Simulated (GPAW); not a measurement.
Worked example: self-consistent single point of Zr2Au (I4/mmm, 3 atoms in the cell) in GPAW

Method: PBEsol, GPAW PAW datasets PBEsol (made by gpaw-setup) (plane waves; GPAW).

Input as run:

```python
from ase import Atoms
from ase.units import GPa
from gpaw import GPAW, PW, FermiDirac

atoms = Atoms(['Zr', 'Zr', 'Au'],
              cell=[[-1.636000, 1.636000, 5.750000],
                    [1.636000, -1.636000, 5.750000],
                    [1.636000, 1.636000, -5.750000]],
              scaled_positions=[[0.340000, 0.340000, 0.000000],
                                [0.660000, 0.660000, 0.000000],
                                [0.000000, 0.000000, 0.000000]],
              pbc=True)

calc = GPAW(mode=PW(600),
            xc='PBEsol',
            kpts=(9, 9, 9),
            occupations=FermiDirac(0.1),
            nbands=-11,
            symmetry={'symmorphic': False, 'tolerance': 0.0005},
            maxiter=100)

atoms.calc = calc

energy = atoms.get_potential_energy()
print('Energy (eV):', round(energy, 6))
forces = atoms.get_forces()
print('Forces (eV/Ang):')
print(forces.round(5))
stress = atoms.get_stress()
print('Stress (GPa, Voigt):', (stress / GPa).round(4))
```

The program printed (abridged):

```
Input parameters:
  kpts: [9 9 9]
  maxiter: 100
  mode: {ecut: 600.0,
         name: pw}
  nbands: -11
  occupations: {fixmagmom: False,
                name: fermi-dirac,
                width: 0.1}
  symmetry: {symmorphic: False,
             tolerance: 0.0005}
  xc: PBEsol

species:
  Zr:
    name: Zirconium
    Z: 40.0
    valence: 12
    core: 28
    charge: 0.0
    file: Zr.PBEsol.gz

    # Using partial waves for Zr as LCAO basis

  Au:
    name: Gold
    Z: 79.0
    valence: 11
    core: 68
    charge: 0.0
    file: Au.PBEsol.gz

    # Using partial waves for Au as LCAO basis

Reference energy: -712131.357484  # eV

Spin-paired calculation

Convergence criteria:
 Maximum [total energy] change in last 3 cyles: 0.0005 eV / valence electron
 Maximum integral of absolute [dens]ity change: 0.0001 electrons / valence electron
 Maximum integral of absolute [eigenst]ate change: 4e-08 eV^2 / valence electron
 Maximum number of scf [iter]ations: 100

Symmetries present (total): 16
Symmetries with fractional translations: 0
729 k-points: 9 x 9 x 9 Monkhorst-Pack grid
75 k-points in the irreducible part of the Brillouin zone
       k-points in crystal coordinates                weights
   0:     0.00000000    0.00000000    0.00000000          1/729
   1:     0.11111111   -0.11111111    0.00000000          4/729
   2:     0.11111111   -0.11111111    0.11111111          4/729
   [... 7 lines left out ...]
          ...
  74:     0.44444444    0.44444444    0.44444444          8/729

Wave functions: Plane wave expansion
  Cutoff energy: 600.000 eV
  Number of coefficients (min, max): 2030, 2083
  Pulay-stress correction: 0.000000 eV/Ang^3 (de/decut=0.000000)

Occupation numbers: Fermi-Dirac:
  width: 0.1000  # eV

Eigensolver

Densities:
  Coarse grid: 36*36*36 grid
  Fine grid: 72*72*72 grid
  Total Charge: 0.000000

Density mixing:
  Method: separate
  Backend: pulay
  Linear mixing parameter: 0.05
  old densities: 5
  Damping of long wavelength oscillations: 50

Hamiltonian:
  XC and Coulomb potentials evaluated on a 72*72*72 grid
  External potential:
    NoExternalPotential

XC parameters: PBEsol with 2 nearest neighbor stencil

Number of atoms: 3
Number of atomic orbitals: 35
Number of bands in calculation: 28
Number of valence electrons: 35
Bands to converge: occupied

Density initialized from atomic densities
  28 bands from LCAO basis set

Atomic positions and initial magnetic moments

Positions:
   0 Zr     0.000000   -0.000000    3.910000    ( 0.0000,  0.0000,  0.0000)
   1 Zr    -0.000000    0.000000    7.590000    ( 0.0000,  0.0000,  0.0000)
   2 Au     0.000000    0.000000    0.000000    ( 0.0000,  0.0000,  0.0000)

Unit cell:
           periodic     x           y           z      points  spacing
  1. axis:    yes   -1.636000    1.636000    5.750000    36     0.0874
  2. axis:    yes    1.636000   -1.636000    5.750000    36     0.0874
  3. axis:    yes    1.636000    1.636000   -5.750000    36     0.0643

  Lengths:   6.198023   6.198023   6.198023
  Angles:  149.390249 149.390249  43.837194

Effective grid spacing dv^(1/3) = 0.1097

     iter     time        total  log10-change:
                         energy   eigst   dens
iter:   1 --:--:--   -23.997168
iter:   2 --:--:--   -22.647695   -0.51  -1.21
iter:   3 --:--:--   -21.565744   -1.11  -1.30
iter:   4 --:--:--   -21.351366   -1.17  -1.43
iter:   5 --:--:--   -21.163238   -1.39  -1.60
iter:   6 --:--:--   -21.130704   -2.50  -2.03
iter:   7 --:--:--   -21.090998   -2.27  -2.11
iter:   8 --:--:--   -21.101031   -2.74  -2.33
iter:   9 --:--:--   -21.093268c  -3.44  -2.39
iter:  10 --:--:--   -21.088175c  -2.92  -2.59
iter:  11 --:--:--   -21.088353c  -4.03  -3.48
iter:  12 --:--:--   -21.088375c  -5.02  -3.50
iter:  13 --:--:--   -21.088392c  -4.82  -3.49
iter:  14 --:--:--   -21.088380c  -5.55  -3.24
   [... 3 lines left out ...]
iter:  18 --:--:--   -21.088147c  -5.31  -3.54
iter:  19 --:--:--   -21.088245c  -5.35  -3.53
iter:  20 --:--:--   -21.088179c  -5.98  -3.62
iter:  21 --:--:--   -21.088032c  -4.92  -3.69
iter:  22 --:--:--   -21.088036c  -6.35  -3.96
iter:  23 --:--:--   -21.088037c  -6.98  -4.00c
iter:  24 --:--:--   -21.088033c  -6.62  -4.05c
iter:  25 --:--:--   -21.088034c  -7.65c -4.25c

Converged after 25 iterations.

Dipole moment: (-0.000000, -0.000000, -0.000000) |e|*Ang

Energy contributions relative to reference atoms: (reference = -712131.357484)

Kinetic:        -10.519792
Potential:       +5.915811
External:        +0.000000
XC:             -17.377865
Entropy (-ST):   -0.058426
Local:           +0.923026
SIC:             +0.000000
--------------------------
Free energy:    -21.117246
Extrapolated:   -21.088034

Showing only first 2 kpts
 Kpt  Band  Eigenvalues  Occupancy
  0    15      8.09005    2.00000
  0    16      9.47839    1.99237
  0    17     10.67609    0.00328
  0    18     11.72752    0.00000

  1    15      8.42631    2.00000
  1    16      9.12323    1.99978
  1    17     10.73662    0.00179
  1    18     11.04636    0.00008

Fermi level: 10.03495

No gap
No difference between direct/indirect transitions
Energy (eV): -21.088034

Forces in eV/Ang:
  0 Zr   -0.00000   -0.00000    0.02401
  1 Zr   -0.00000   -0.00000   -0.02401
  2 Au   -0.00000   -0.00000    0.00000

Stress tensor:
     0.002123    -0.000000    -0.000000
    -0.000000     0.002123    -0.000000
    -0.000000    -0.000000     0.000308
Stress (GPa, Voigt): [ 0.3401  0.3401  0.0493 -0.     -0.     -0.    ]
```

The run converged in 25 iterations. GPAW prints stress with tension positive.

The starting cell comes from a database of published, mostly measured structures (it also holds non-ambient and calculated ones), without a prior relaxation at this level. Spin-orbit coupling is off.

Cost on one core of a shared machine: roughly 4 min.
